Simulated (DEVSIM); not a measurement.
System: Co/SiON/n-Ge capacitor, at 300 K.

| layer (left to right) | material | thickness (nm) | Nd (cm⁻³) |
|---|---|---|---|
| 1 | SiON | 7.10 | - |
| 2 | Ge | 900 | 4.4e17 |

Metal gate on the left, work function 5 eV. Fixed charge at the semiconductor interface 0 cm⁻² (in units of +e); interface traps 2e10 cm⁻² eV⁻¹, uniform in energy, neutral level at 0.7 of the gap above the valence band.

The device is made up for the run: typed textbook-type constants, with dimensions and the other settings drawn at random. Values at 300 K.

```tsv
parameter	SiON	Ge
gap (eV)	7	0.664
affinity (eV)	1.4	4
permittivity	5.5	16
Nc (cm⁻³)	-	1.04e19
Nv (cm⁻³)	-	6e18
```

Model (solved in DEVSIM): 1D Poisson equation in equilibrium, Boltzmann statistics, complete ionisation; no quantum confinement or tunnelling. Metal contacts follow the ideal Schottky-Mott rule: no Fermi-level pinning, no interface dipoles.

The interface trap density was swept, all else fixed.

| interface trap density (cm^-2 eV^-1) | minimum of the low-frequency capacitance (μF/cm²) | flat-band voltage (V) | threshold voltage (band bending 2φF) (V) |
|---|---|---|---|
| 0 | 0.239 | 0.92 | -0.06 |
| 1e10 | 0.239 | 0.92 | -0.06 |
| 2e10 | 0.240 | 0.92 | -0.06 |
| 1e11 | 0.246 | 0.92 | -0.07 |
| 3e11 | 0.260 | 0.93 | -0.09 |
| 1e12 | 0.297 | 0.95 | -0.16 |
| 2e12 | 0.343 | 0.97 | -0.25 |

From the first row to the last the minimum of the low-frequency capacitance goes from 0.239 to 0.343. From the first row to the last the flat-band voltage goes from 0.92 to 0.97.
